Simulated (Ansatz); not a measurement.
WTe2 (space group Fm-3m, No. 225; a hypothetical phase, not in the database extracts checked)

```
CELL_PARAMETERS angstrom
      0.00000     3.33018     3.33018
      3.33018     0.00000     3.33018
      3.33018     3.33018     0.00000
ATOMIC_POSITIONS crystal
  W  0.00000 0.00000 0.00000
  Te 0.25000 0.25000 0.25000
  Te 0.75000 0.75000 0.75000
```

All numbers come from PBE (Ansatz, a first-principles code), no spin-orbit coupling. Γ-centred 12×12×12 mesh, Fermi–Dirac width 0.05 eV.

```yaml
volume_per_atom: 24.62 Å³
density: 9.87 g/cm³
band_gap: zero
total_energy: -8114.383 eV/atom (σ→0; compares only within this code and set-up)
```

Whether these cells are dynamically stable was not tested. The final runs are not spin-polarised. WTe2 has a high density of states at the Fermi level and may be magnetic at this level.
